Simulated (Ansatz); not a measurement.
Model glasses of amorphous ZrO2, 62 to 67 atoms (Zr20O40 before any change). Each row is one cell at a composition chosen by hand, melted whole on the CHGNet potential with the anions pushed apart under 1.9 Å, quenched within some picoseconds, far faster than a real film, and relaxed with PBE, scalar-relativistic without spin-orbit coupling (plane waves to 420 eV, PAW; Ansatz, a quantum-chemistry and plane-wave program). Each is the lower in DFT energy of 2 quenches. Cycles of charging and discharging were tried on the cells ahead of these points, and a cell that came back lower was taken. The column on the box says what of it was relaxed with the atoms; held means as the quench left it. Cells that kept moments or hold spare charge are left out, and those that charging annealed.

From the neutral cell one electron is taken away, or one added, and the atoms relax (PBE, the zone centre alone, moment held at 1 μB, uniform background; no image-charge correction, which leaves W too low where the charge is localised). W = E(+1) + E(−1) − 2 E(0) is the cost of moving an electron from one such cell to another; the spacing parts the highest filled and lowest empty level of the neutral cell, which ran without spin polarisation.

Formal charges balance in every cell (each cation at its usual highest valence, Cu and Ag at +1, Sb at +3, H at +1, O at −2, N at −3, F and Cl at −1). R− and R+ are the energies that the atoms' relaxation gave back after the electron was added or removed.

| cell | change | box | spacing (eV) | R− (eV) | R+ (eV) | spacing − R− − R+ (eV) | W (eV) |
|---|---|---|---|---|---|---|---|
| Zr20O43Mo | +1 Mo, +3 O | shape | 2.53 | 0.53 | 0.25 | 1.75 | 2.27 |
| Zr20O41Ag2 | +2 Ag, +1 O | shape | 2.89 | 0.56 | 0.22 | 2.11 | 2.27 |
| Zr20O41Zn | +1 O, +1 Zn | volume and shape | 3.34 | 0.16 | 0.54 | 2.64 | withheld |
| Zr20O41Na2 | +2 Na, +1 O | shape | 3.42 | 0.25 | 0.50 | 2.67 | 2.88 |
| Zr20O43In2 | +2 In, +3 O | shape | 3.22 | 0.28 | 0.09 | 2.85 | 2.92 |
| Zr20O41Ba | +1 Ba, +1 O | volume and shape | 3.53 | 0.33 | 0.25 | 2.95 | 3.04 |
| Zr20O41Mg | +1 Mg, +1 O | shape | 3.54 | 0.11 | 0.29 | 3.14 | 3.29 |
| Zr20O45Ta2 | +5 O, +2 Ta | shape | 3.72 | 0.19 | 0.28 | 3.25 | 3.32 |
| Zr20O43B2 | +2 B, +3 O | shape | 3.68 | 0.25 | 0.09 | 3.34 | 3.42 |

**Question.** Fit a straight line of the last column on the one before it through the 8 full rows, and predict the withheld value for Zr20O41Zn.

**Answer.** Means: x = 2.758, y = 2.926. Slope = Σ(Δx Δy) / Σ(Δx²) = 1.7321 / 2.2158 = 0.782; intercept = 2.926 − (0.782) × 2.758 = 0.769 eV; r.m.s. residual 0.082 eV. Prediction: 0.769 + (0.782) × 2.64 = 2.83 eV. The run gave 2.82 eV, a miss of 0.01 eV, within the residual.

**Question.** What would a slope of 1 with no intercept mean?

**Answer.** That adding and removing an electron at fixed atoms costs just the level spacing, as it does for levels spread over a large cell, so that W follows by bookkeeping. The fit has 0.782 and 0.769 eV; a departure holds the carrier's repulsion on its site, which raises W, and the uncorrected background, which lowers it.
